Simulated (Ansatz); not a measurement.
We consider NaSe (P6₃/mmc, No. 194; cell taken from a computed entry), described by PBEsol in Ansatz (plane waves, PAW).

Numerical settings: plane-wave cutoff 500 eV, 12×12×4 k mesh (along the axes of the cell as run), gaussian smearing 0.02 eV, scalar-relativistic PAW data made under PBE.

Cell (relaxed at this level):

NaSe is modelled in the hexagonal space group P6₃/mmc (No. 194), Pearson symbol hP8. Lattice parameters: a = 4.6587 Å, b = 4.6587 Å, c = 10.5373 Å, α = 90.00°, β = 90.00°, γ = 120.00°. Na1 on 2a has 6 Se at 3.036 Å (octahedral). Na2 on 2c is coordinated by 6 Se at 2.956 Å. Se on 4f is surrounded by 1 Se at 2.453 Å and 6 Na at 2.956–3.036 Å. (Neighbours: up to the widest gap in distance over summed covalent radii, below 1.35, at either atom; cation-cation and far metal-metal contacts left out.)

Task: Estimate the band gap that the calculation returns.

Result: 
* **band gap**: 0.45 eV (on the SCF k mesh)

Note: the relaxation could not lower the start's symmetry, so the cell can be a saddle point above a distorted one.

Spin–orbit coupling is not included.

The computed numbers hold no vibrational or temperature effects.

Ansatz is a program for electronic structure.
